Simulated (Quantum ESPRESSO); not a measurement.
Worked example: self-consistent single point of Mg16Al13 (I-43m, 29 atoms in the cell) in Quantum ESPRESSO.

Computed with PBEsol, SSSP 1.1.2 efficiency (PBE) pseudopotentials (plane waves; Quantum ESPRESSO).

```
CELL_PARAMETERS angstrom
     -5.30302     5.30302     5.30302
      5.30302    -5.30302     5.30302
      5.30302     5.30302    -5.30302
ATOMIC_POSITIONS crystal
  Mg 0.31630 0.00000 0.60256
  Mg 0.00000 0.60256 0.31630
  Mg 0.39744 0.71374 0.39744
  Mg 0.28626 0.68370 0.68370
  Mg 0.68370 0.28626 0.68370
  Mg 0.00000 0.31630 0.60256
  Mg 0.60256 0.00000 0.31630
  Mg 0.71374 0.39744 0.39744
  Mg 0.60256 0.31630 0.00000
  Mg 0.39744 0.39744 0.71374
  Mg 0.68370 0.68370 0.28626
  Mg 0.31630 0.60256 0.00000
  Mg 0.65546 0.65546 0.65546
  Mg 0.34454 0.00000 0.00000
  Mg 0.00000 0.00000 0.34454
  Mg 0.00000 0.34454 0.00000
  Al 0.00000 0.00000 0.00000
  Al 0.18478 0.18478 0.81760
  Al 0.81522 0.63282 0.00000
  Al 0.36718 0.36718 0.18240
  Al 0.63282 0.81522 0.00000
  Al 0.81760 0.18478 0.18478
  Al 0.00000 0.81522 0.63282
  Al 0.18240 0.36718 0.36718
  Al 0.00000 0.63282 0.81522
  Al 0.18478 0.81760 0.18478
  Al 0.63282 0.00000 0.81522
  Al 0.36718 0.18240 0.36718
  Al 0.81522 0.00000 0.63282
```

Reference input (self-consistent single point, DFT, PBEsol, plane waves, SSSP 1.1.2 efficiency (PBE) pseudopotentials): ecutwfc = 35 Ry; ecutrho = 280 Ry; occupations = smearing; smearing = methfessel-paxton; degauss = 0.0073499 Ry; input_dft = pbesol; potentials = {Mg: Mg.pbe-n-kjpaw_psl.0.3.0.UPF, Al: Al.pbe-n-kjpaw_psl.1.0.0.UPF}; K_POINTS = automatic 3 3 3 0 0 0; conv_thr = 1e-08 Ry; mixing_beta = 0.7. This run's input differs from it in these lines:

```diff
@@ -12,4 +12,4 @@
   ntyp = 2
-  ecutwfc = 35
-  ecutrho = 280
+  ecutwfc = 14
+  ecutrho = 112
   occupations = 'smearing'
```

Log, with long lists cut:

```
     Self-consistent Calculation

     iteration #  1     ecut=    14.00 Ry     beta= 0.70

     Threshold (ethr) on eigenvalues was too large:
     Diagonalizing with lowered threshold

     total energy              =   -1024.98856103 Ry
     estimated scf accuracy    <       0.50824460 Ry

     iteration #  2     ecut=    14.00 Ry     beta= 0.70

     total energy              =   -1024.91418808 Ry
     estimated scf accuracy    <       1.33732759 Ry

     iteration #  3     ecut=    14.00 Ry     beta= 0.70

     total energy              =   -1025.16936863 Ry
     estimated scf accuracy    <       0.06862047 Ry

   [... 6 blocks of this kind left out ...]

     iteration # 10     ecut=    14.00 Ry     beta= 0.70

     total energy              =   -1025.18796421 Ry
     estimated scf accuracy    <       0.00000002 Ry

     iteration # 11     ecut=    14.00 Ry     beta= 0.70
     End of self-consistent calculation

     the Fermi energy is     5.0572 ev

!    total energy              =   -1025.18796421 Ry
     estimated scf accuracy    <          3.5E-10 Ry
     smearing contrib. (-TS)   =      -0.00124290 Ry
     internal energy E=F+TS    =   -1025.18672132 Ry

     convergence has been achieved in  11 iterations

     Forces acting on atoms (cartesian axes, Ry/au):

     atom    1 type  1   force =    -0.00032275   -0.00067300    0.00032275
     atom    2 type  1   force =    -0.00067300    0.00032275   -0.00032275
     atom    3 type  1   force =     0.00032275    0.00067300    0.00032275
     atom    4 type  1   force =     0.00067300   -0.00032275   -0.00032275
     atom    5 type  1   force =    -0.00032275    0.00067300   -0.00032275
   [... 20 lines left out ...]
   [... lines left out ...]

     Total force =     0.014378     Total SCF correction =     0.000020

          total   stress  (Ry/bohr**3)                   (kbar)     P=      -22.74
  -0.00015460   0.00000000   0.00000000          -22.74        0.00        0.00
   0.00000000  -0.00015460  -0.00000000            0.00      -22.74       -0.00
   0.00000000   0.00000000  -0.00015460            0.00        0.00      -22.74

   JOB DONE.
```

The run converged in 11 iterations. Against the reference run the free energy rises by 7.6 meV/atom, the pressure hardly changes (-2.28 to -2.27 GPa) and the largest force moves little (0.128 to 0.126 eV/Å).

The starting cell comes from a database of computed structures (which also holds hypothetical and non-ambient phases and stackings), without a prior relaxation at this level. Its lattice was rescaled by a random factor within 2.5 % of one. At the lowered cutoff the pressure carries the error of an incomplete plane-wave basis.

Cost on one core of a shared machine: roughly 2 min.
